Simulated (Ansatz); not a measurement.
**ZrP (space group P6_3/mmc, No. 194; a cell from a computed database, its experimental status unchecked)**

```cif
data_P4Zr4
_chemical_formula_sum 'Zr4 P4'
_space_group_name_H-M_alt 'P 1'
_space_group_IT_number 1
_cell_length_a 3.66183
_cell_length_b 3.66183
_cell_length_c 12.48362
_cell_angle_alpha 90.000
_cell_angle_beta 90.000
_cell_angle_gamma 120.000
loop_
_space_group_symop_operation_xyz
  'x, y, z'
loop_
_atom_site_label
_atom_site_type_symbol
_atom_site_fract_x
_atom_site_fract_y
_atom_site_fract_z
_atom_site_occupancy
Zr1 Zr 0.33333 0.66667 0.38421 1
Zr2 Zr 0.66667 0.33333 0.61579 1
Zr3 Zr 0.66667 0.33333 0.88421 1
Zr4 Zr 0.33333 0.66667 0.11579 1
P1 P 0.66667 0.33333 0.25000 1
P2 P 0.33333 0.66667 0.75000 1
P3 P 0.00000 0.00000 0.50000 1
P4 P 0.00000 0.00000 0.00000 1
```

The values are results of PBEsol, PAW, 420 eV (Ansatz, a quantum-chemistry and plane-wave program; scalar-relativistic without spin-orbit coupling), not measurements. k-mesh 15×15×4 (Γ-centred); smearing 0.05 eV (Fermi–Dirac).

* **Volume per atom**: 18.12 Å³
* **Density**: 5.60 g/cm³
* **Band gap**: zero
* **Total energy**: -2435.822 eV/atom (σ→0; compares only within this code and set-up)

Whether these cells are dynamically stable was not tested. The final runs are not spin-polarised.
